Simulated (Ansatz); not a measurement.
## A computed series for InP: response to strain

The reference is InP in the zinc blende structure (space group F-43m, No. 216; a = 5.827 Å).

Strains are applied to the cell and any free atomic positions relax.

The values are results of LDA (Ansatz, a first-principles code), no SOC, not measurements.

Candidates:
(a) isotropic strain −1.00 %
(b) isotropic strain +1.00 %
(c) isotropic strain −2.00 %
(d) isotropic strain +1.50 %
(e) isotropic strain −1.50 %

Base values:

| Property | Result |
|---|---|
| Band gap | 0.58 eV |

Task: Order them by band gap, lowest first.

Result: (d) isotropic strain +1.50 % (0.33 eV), (b) isotropic strain +1.00 % (0.42 eV), (a) isotropic strain −1.00 % (0.74 eV), (e) isotropic strain −1.50 % (0.82 eV), (c) isotropic strain −2.00 % (0.90 eV)

Whether these cells are dynamically stable was not tested.
